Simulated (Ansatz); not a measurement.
## Pressure series in ZnAg

Base system: ZnAg in the CsCl type structure (space group Pm-3m, No. 221).

```xyz
2
Lattice="3.1175 0.0000 0.0000 0.0000 3.1175 0.0000 0.0000 0.0000 3.1175" Properties=species:S:1:pos:R:3 pbc="T T T"
Zn     1.5588     1.5588     1.5588
Ag     0.0000     0.0000     0.0000
```

Cell and atoms are relaxed at each pressure.

Level of theory: PBEsol, PAW, 420 eV (Ansatz, a program for electronic structure; no spin-orbit coupling).

```csv
P (GPa),V (Å³/atom)
-2.01,15.428
-1.01,15.284
0.30,15.109
0.70,15.058
1.50,14.959
2.99,14.784
4.99,14.570
7.51,14.324
10.01,14.102
```

Problem. Fit a third-order Birch–Murnaghan equation of state.

Solution. Least squares on P(V) = (3B₀/2)[(V₀/V)^(7/3) − (V₀/V)^(5/3)]·[1 + (3/4)(B₀′ − 4)((V₀/V)^(2/3) − 1)] gives V₀ = 15.15 Å³/atom, B₀ = 115 GPa and B₀′ = 5.4.

Load acts through the strain it causes; cell and atoms are relaxed under it. Stability against distortions was not tested. No other phases were tried under pressure.
